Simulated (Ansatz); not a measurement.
## A computed series for BaTiO3: response to strain

Start from BaTiO3 in the cubic perovskite structure (space group Pm-3m, No. 221; a = 3.9699 Å). Axes: x, y, z lie along the cube axes.

Strains are applied to the cell and any free atomic positions relax; under biaxial strain the out-of-plane vector relaxes too.

Computed with plane-wave PAW DFT at the PBEsol level (Ansatz, an electronic-structure program, 420 eV), no spin-orbit coupling.

Notes on the quantities. in-plane stress: mean in-plane stress (compression positive); energy relative to the base: free energy F.

```json
[
 {"change": "base", "ratio −ε⊥/ε∥": "–", "in-plane stress": "–", "energy relative to the base": "0 meV/atom"},
 {"change": "biaxial strain −3.00 %, plane normal [001], relaxed out of plane", "ratio −ε⊥/ε∥": "0.76", "in-plane stress": "+12.5 GPa", "energy relative to the base": "+28 meV/atom"},
 {"change": "biaxial strain −2.40 %, plane normal [001], relaxed out of plane", "ratio −ε⊥/ε∥": "0.74", "in-plane stress": "+9.7 GPa", "energy relative to the base": "+17 meV/atom"},
 {"change": "biaxial strain −1.80 %, plane normal [001], relaxed out of plane", "ratio −ε⊥/ε∥": "0.73", "in-plane stress": "+7.0 GPa", "energy relative to the base": "+9.4 meV/atom"},
 {"change": "biaxial strain −1.20 %, plane normal [001], relaxed out of plane", "ratio −ε⊥/ε∥": "0.72", "in-plane stress": "+4.5 GPa", "energy relative to the base": "+4.1 meV/atom"},
 {"change": "biaxial strain −0.60 %, plane normal [001], relaxed out of plane", "ratio −ε⊥/ε∥": "–", "in-plane stress": "+2.2 GPa", "energy relative to the base": "+1.0 meV/atom"}
]
```

Whether these cells are dynamically stable was not tested. The final runs are not spin-polarised. Many cubic perovskites are stable only at high temperature; tilts and polar distortions were not tested. This is not the structure that BaTiO3 has at room temperature and ambient pressure.
